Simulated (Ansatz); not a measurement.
**SnSe, response to strain**

Consider SnSe in the GeS type structure (space group Pnma, No. 62; a = 11.536 Å, b = 4.121 Å, c = 4.578 Å; layered, stacked along the Cartesian x axis). Axes: x, y, z lie along a, b, c of the conventional cell.

Strains are applied to the cell and any free atomic positions relax; under biaxial strain the out-of-plane vector relaxes too; under stress the whole cell relaxes.

Method: r2SCAN+rVV10 (Ansatz, an electronic-structure program; PAW; 500 eV plane waves; spin-orbit coupling left out).

```csv
case,band gap,gap character,volume per atom
base,0.89 eV,"indirect, k = (0, 0, 0.429) in the run's primitive reciprocal basis → Y–Γ (33 % along)",27.20 Å³
"biaxial strain +0.74 %, plane normal [001], relaxed out of plane",0.92 eV,"indirect, k = (0, 0, 0.429) in the run's primitive reciprocal basis → Y–Γ (33 % along)",27.33 Å³
"biaxial strain +1.00 %, plane normal [001], relaxed out of plane",0.94 eV,"indirect, k = (0, 0, 0.429) in the run's primitive reciprocal basis → Y–Γ (33 % along)",27.37 Å³
isotropic strain −0.74 %,0.77 eV,"indirect, k = (0, 0, 0.429) in the run's primitive reciprocal basis → Y–Γ (33 % along)",26.61 Å³
uniaxial strain ε_yy = +2.23 %,1.04 eV,"indirect, Γ–Z (60 % along) → Y–Γ (33 % along)",27.81 Å³
"uniaxial stress, 5 GPa compression along x",0.12 eV,direct at T,25.40 Å³
tensor shear ε_yz = +0.17 %,0.89 eV,"indirect, k = (0, 0, 0.429) in the run's primitive reciprocal basis → Γ–A (67 % along)",27.20 Å³
"uniaxial stress, 2 GPa tension along x",0.62 eV,"indirect, k = (0, 0, 0.429) in the run's primitive reciprocal basis → Γ",28.23 Å³
```

Beyond what the load breaks, stability against distortions was not tested. Under uniaxial stress, 5 GPa compression along x atoms moved by over 0.3 Å (layers or molecules slid or turned), so the response is not a plain elastic one. Under uniaxial stress, 5 GPa compression along x the cell changed shape so far that it is another structure. The zero or small gap of SnSe under uniaxial stress, 5 GPa compression along x can change with the level of theory. k-point labels follow each cell's own Brillouin zone.
